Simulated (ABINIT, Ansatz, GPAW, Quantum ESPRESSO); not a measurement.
# One structure in several programs: CsMg6Zn (Amm2, 8 atoms in the cell)

Self-consistent single point.

```
CsMg6Zn
1.0
    5.22621     0.00000     0.00000
    0.00000     2.97643     9.19614
    0.00000    -2.97643     9.19614
Cs Mg Zn
1 6 1
Direct
  0.50000   0.70909   0.70909
  0.50000   0.68543   0.18239
  0.50000   0.18239   0.68543
  0.00000   0.79901   0.28633
  0.00000   0.28633   0.79901
  0.00000   0.38303   0.38303
  0.00000   0.89103   0.89103
  0.50000   0.06368   0.06368
```

All programs got the same cell, k-point mesh and kind of occupations (in Ansatz's words: kpoints.mp_grid.grid = 3 3 3; scf.occupations.method = gaussian; scf.occupations.width = 0.1 eV); potentials, basis and cutoffs are each program's usual ones.

```json
[
 {"code": "GPAW", "model": "LDA (Perdew-Wang 92), GPAW PAW datasets LDA (gpaw-data 1.0.1)", "pressure (GPa)": "-1.56", "largest force (eV/Å)": "0.201", "cutoff": "850 eV"},
 {"code": "Quantum ESPRESSO", "model": "LDA (PW92), PseudoDojo standard norm-conserving (LDA) pseudopotentials", "pressure (GPa)": "-1.53", "largest force (eV/Å)": "0.197", "cutoff": "85 Ry"},
 {"code": "Ansatz", "model": "LDA (PW92), PAW files made with PBE", "pressure (GPa)": "-1.56", "largest force (eV/Å)": "0.197", "cutoff": "default"},
 {"code": "ABINIT", "model": "LDA (PW92), PAW (JTH v2.0 LDA PAW)", "pressure (GPa)": "-1.56", "largest force (eV/Å)": "0.193", "cutoff": "816 eV"}
]
```

Size of the force on each atom (eV/Å): Sizes of forces hide their directions.

| code | Cs1 | Mg2 | Mg3 | Mg4 | Mg5 | Mg6 | Mg7 | Zn8 |
|---|---|---|---|---|---|---|---|---|
| GPAW | 0.034 | 0.123 | 0.123 | 0.095 | 0.095 | 0.103 | 0.052 | 0.201 |
| Quantum ESPRESSO | 0.036 | 0.122 | 0.122 | 0.091 | 0.091 | 0.098 | 0.046 | 0.197 |
| Ansatz | 0.035 | 0.121 | 0.121 | 0.093 | 0.093 | 0.102 | 0.051 | 0.197 |
| ABINIT | 0.035 | 0.122 | 0.122 | 0.091 | 0.091 | 0.096 | 0.047 | 0.193 |

The spread over the programs that give each value: pressure within 0.03 GPa; largest force within 0.008 eV/Å.

The starting cell comes from a database of computed structures (which also holds hypothetical and non-ambient phases and stackings), without a prior relaxation at this level. On Ansatz's run: Without a gap this mesh is coarse (it stands for a supercell whose shortest vector is 16 Å).

Task: Why do the programs differ, and what cannot be compared?

Result: Differences of this kind can come from the potentials, where these differ, and from what each basis and cutoff leave unconverged. The valence holds different numbers of electrons (GPAW 81, Quantum ESPRESSO 89, Ansatz (an electronic-structure program) 81, ABINIT 81). The zero of total energies and Fermi levels follows the potentials and each program's conventions, so they are not compared here. Ansatz's pressure is given at a fixed set of plane waves, as the other plane-wave codes print theirs.

The shared mesh is coarse (it stands for a supercell whose shortest vector is 16 Å), so the values are not converged in it.

Left out of this page: CP2K (unsound by tests on forces, stress, charge or solver warnings); Elk (not drawn, or without a comparable value); FLEUR (stopped by limits of time or memory).

Keys are those of Ansatz 0.2.
